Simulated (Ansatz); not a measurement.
## Hypothetical rock salt ZrSi, response to strain

The parent structure is ZrSi in the rock salt structure (space group Fm-3m, No. 225; a = 5.3423 Å; a hypothetical phase, not in the database extracts checked; relaxed with 0.1 eV smearing). Axes: x, y, z lie along the cube axes.

Strains are applied to the cell and any free atomic positions relax; under biaxial strain the out-of-plane vector relaxes too.

The values are results of Ansatz (a program for electronic structure), PBEsol, PAW, cutoff 420 eV, no spin-orbit coupling, earlier PAW set, not measurements.

Notes on the quantities. pressure: mean of the normal stresses, compression positive; energy relative to the base: free energy F.

| variant | pressure | space group | energy relative to the base | shortest interatomic distance |
|---|---|---|---|---|
| base | 0.0 GPa | Fm-3m (No. 225) | 0 meV/atom | 5.048 bohr |
| biaxial strain +4.67 %, plane normal [001], relaxed out of plane | -7.5 GPa | I4/mmm (No. 139) | +70 meV/atom | 4.990 bohr |
| biaxial strain −3.88 %, plane normal [111], relaxed out of plane | 3.4 GPa | R-3m (No. 166) | +22 meV/atom | [?] |
| isotropic strain −1.15 % | 4.5 GPa | Fm-3m (No. 225) | +8.8 meV/atom | 4.990 bohr |
| isotropic strain +1.46 % | -4.8 GPa | Fm-3m (No. 225) | +13 meV/atom | 5.121 bohr |
| uniaxial strain ε_xx = −1.08 % | 1.4 GPa | I4/mmm (No. 139) | +2.1 meV/atom | 4.993 bohr |
| uniaxial strain ε_xx = +0.34 % | [?] | I4/mmm (No. 139) | +0.2 meV/atom | 5.048 bohr |
| uniaxial strain ε_yy = −0.66 % | 0.8 GPa | I4/mmm (No. 139) | [?] | 5.014 bohr |
| uniaxial strain ε_yy = +0.73 % | -0.9 GPa | I4/mmm (No. 139) | +0.9 meV/atom | 5.048 bohr |
| uniaxial strain ε_zz = −1.53 % | 2.0 GPa | I4/mmm (No. 139) | +4.2 meV/atom | [?] |

### Question
Complete the table.

### Answer

- biaxial strain −3.88 %, plane normal [111], relaxed out of plane, shortest interatomic distance: 5.010 bohr
- uniaxial strain ε_xx = +0.34 %, pressure: -0.4 GPa
- uniaxial strain ε_yy = −0.66 %, energy relative to the base: +0.8 meV/atom
- uniaxial strain ε_zz = −1.53 %, shortest interatomic distance: 4.970 bohr

Whether these cells are dynamically stable was not tested. The final runs are not spin-polarised.
